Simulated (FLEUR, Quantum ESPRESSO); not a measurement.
## Code comparison for LaCeSn₂Ru₂ (Cm, 6 atoms in the cell)

Self-consistent single point.

```
LaCe(SnRu)2
1.0
    5.88439    -2.42319     0.00000
    5.88439     2.42319     0.00000
   -1.11449     0.00000     4.98160
La Ce Sn Ru
1 1 2 2
Direct
  0.87163   0.87163   0.68041
  0.13658   0.13658   0.32679
  0.41305   0.41305   0.19364
  0.58630   0.58630   0.80887
  0.18550   0.18550   0.84179
  0.80695   0.80695   0.14849
```

All programs got the same cell, k-point mesh and kind of occupations (in FLEUR's words: jspins = 1; fermiSmearingEnergy = 0.00499791 Htr; mesh (inpgen div1-3) = 4 4 3); potentials, basis and cutoffs are each program's usual ones.

| code | model | largest force (eV/Å) | cutoff |
|---|---|---|---|
| FLEUR | PBEsol, all-electron FLAPW (FLEUR), scalar-relativistic valence | 0.223 | Kmax 4.2 1/bohr |
| Quantum ESPRESSO | PBEsol, SSSP 1.1.2 efficiency (PBE) pseudopotentials | 0.215 | 60 Ry |

Size of the force on each atom (eV/Å): Sizes of forces hide their directions.

```json
[
 {"code": "FLEUR", "La1": "0.082", "Ce2": "0.168", "Sn3": "0.206", "Sn4": "0.148", "Ru5": "0.056", "Ru6": "0.223"},
 {"code": "Quantum ESPRESSO", "La1": "0.078", "Ce2": "0.179", "Sn3": "0.215", "Sn4": "0.158", "Ru5": "0.040", "Ru6": "0.213"}
]
```

The spread over the programs that give each value: largest force within 0.008 eV/Å.

The starting cell comes from a database of computed structures (which also holds hypothetical and non-ambient phases and stackings), without a prior relaxation at this level. On FLEUR's run: Spin-orbit coupling is off. Spin polarisation is off. The f electrons are in the valence without U or exact exchange, which can misplace them near the Fermi level. Spin-orbit terms, which matter for f shells, are left out. Values depend on the basis (sphere radii, cutoffs, local orbitals), which need not be converged.

Task: Why do the programs differ, and what cannot be compared?

Result: Differences of this kind can come from the potentials, where these differ, and from what each basis and cutoff leave unconverged. The valence holds different numbers of electrons (FLEUR 79, Quantum ESPRESSO 83). The zero of total energies and Fermi levels follows the potentials and each program's conventions, so they are not compared here. FLEUR treats all electrons, but the usual bases taken here (sphere radii, linearisation, local orbitals, empty states) were not tested for convergence, so the values are no reference for the others.

The shared mesh is coarse (it stands for a supercell whose shortest vector is 15 Å), so the values are not converged in it.

Left out of this page: Ansatz (with a known weakness of the program); CP2K (failed or unconverged); Elk (stopped by limits of time or memory).
